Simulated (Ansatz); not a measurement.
AlPd (model structure, Fm-3m, No. 225, 2 atoms in the cell) was calculated with LDA in Ansatz (PAW).

Input:

Ansatz 0.2 input:
```yaml
crystal:
  lattice:
    - [0.0, 2.5274223678, 2.5274223678]
    - [2.5274223678, 0.0, 2.5274223678]
    - [2.5274223678, 2.5274223678, 0.0]
  atoms:
    - { symbol: Pd, position: [0.0, 0.0, 0.0] }
    - { symbol: Al, position: [0.5, 0.5, 0.5] }
basis:
  ecutwfc: 520
  ecutrho_ratio: 4
  xc_grid: 2
kpoints:
  mp_grid: { grid: [20, 20, 20] }
hamiltonian:
  xc: lda
  dispersion: none
  pseudopotentials: { kind: paw }
scf:
  occupations: { method: fermi_dirac, width: 0.05 }
output:
  forces: true
  stress: true
  eigenvalues: true
relax:
  f_tol: 0.004
  escape_saddle: false
  max_steps: 80
```

The run printed, among other lines:

```
WARN output.stress: scf.convergence.dr2_threshold = 1e-7 eV (the SCF's general default) is looser than the 2e-10 eV advised for a printed stress (1e-10 eV for …
Relaxation: its limit of steps is 80 (relax.max_steps)
Crystal: 2 atoms, lattice volume = 32.290 Å³
Basis set: ecut = 520 eV, 893 PW (Γ), exchange–correlation on 54×54×54 points (8 copies of the dense FFT grid, shifted against one another)
Bands: 15, of which v1, the nominal top of the filled ones, is band 11 counted from 1 (10 counted from 0)
Symmetry: 48 space group operations
Space group: Fm-3m (ITA 225), of the structure as read, at distance tolerance 3.2e-5 Å
k-points: 256 of 8000
Functional: x = slater, c = lda
SCF iter   1: F=—  HF=-7358.317844 eV  |F-HF|=—  |Δ(HF+E_count)|=         —  Δρ=9.38e-3  dr2=2.45e-2
SCF iter   2: F=—  HF=-7358.313052 eV  |F-HF|=—  |Δ(HF+E_count)|=   4.79e-3  Δρ=2.95e-3  dr2=1.03e-3
  ...
SCF iter   5: F=—  HF=-7358.312935 eV  |F-HF|=—  |Δ(HF+E_count)|=   4.63e-6  Δρ=5.84e-5  dr2=1.21e-6
SCF iter   6: F=-7358.312935 eV  HF=-7358.312935 eV  |F-HF|=3.73e-9  |Δ(HF+E_count)|=   3.16e-7  Δρ=1.04e-5  dr2=2.44e-8
SCF 1 converged in 6 iterations: F = -7358.312935 eV  dr2 = 2.44e-8
relax step   1: F+E_penalty+E_count = -7358.31293506 eV  Δ(F+E_penalty+E_count) = +0.000e0 eV  max|allowed force component| = 7.396e-32 eV/Å  Δτ_max = 0.0000 Å  (6 SCF iters, accepted)
SCF converged after 6 iterations
Free energy (F): -7358.312935 eV
Internal energy: -7358.307090 eV  (E = F + TS)
E sigma→0 (E₀):  -7358.310013 eV
Fermi energy:    12.988183 eV
--- Forces (eV/Å), atoms counted from 1 ---
  atom   1  Pd     0.00000000    -0.00000000     0.00000000
  atom   2  Al     0.00000000    -0.00000000     0.00000000
--- Stress (GPa, compression-positive) ---
       -2.488283      -0.000000       0.000000
       -0.000000      -2.488283      -0.000000
        0.000000      -0.000000      -2.488283
  P = ⅓ Tr σ = -2.4883 GPa (-24.883 kbar)
```

The cell is one volume of an energy–volume scan, off the minimum.

The PAW data were made under PBE.

Note: the relaxation could raise the start's symmetry but not lower it, so the cell can be a saddle point.

Computing time: around 5 core-seconds (rough).

A model structure was made by putting elements into a prototype or built by hand; it is no filed structure, need not be a known phase, and can be a saddle point held by its symmetry.

Ansatz is an electronic-structure program.
